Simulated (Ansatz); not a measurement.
Ga2Pt under a change: Pt → W

The reference is Ga2Pt (space group Fm-3m, No. 225; a = 5.921 Å).

One thing is altered: W takes the place of Pt on all its sites, then cell and atoms are relaxed.

Level of theory: PBEsol, PAW, 420 eV (Ansatz, an electronic-structure program; no spin-orbit coupling). k-mesh 13×13×13 (Γ-centred); smearing 0.05 eV (Fermi–Dirac), for the changed cell.

```json
{
  "volume_per_atom": "18.22 Å³ (base 17.30 Å³)",
  "density": "9.82 g/cm³ (base 10.71 g/cm³)",
  "lattice_parameter_a": "6.024 Å (base 5.921 Å)",
  "space_group": "Fm-3m (No. 225) (base Fm-3m (No. 225))",
  "shortest_interatomic_distance": "2.609 Å (base 2.564 Å)",
  "band_gap": "zero (base zero)"
}
```

Cost of the whole job for the changed cell (relaxation, final SCF and bands): very roughly 24 core-seconds.

Stability against distortions was not tested. As relaxed here, Ga2W is a hypothetical phase, not in the database extracts checked. The final runs are not spin-polarised. Ga2W has a high density of states at the Fermi level and may be magnetic at this level.
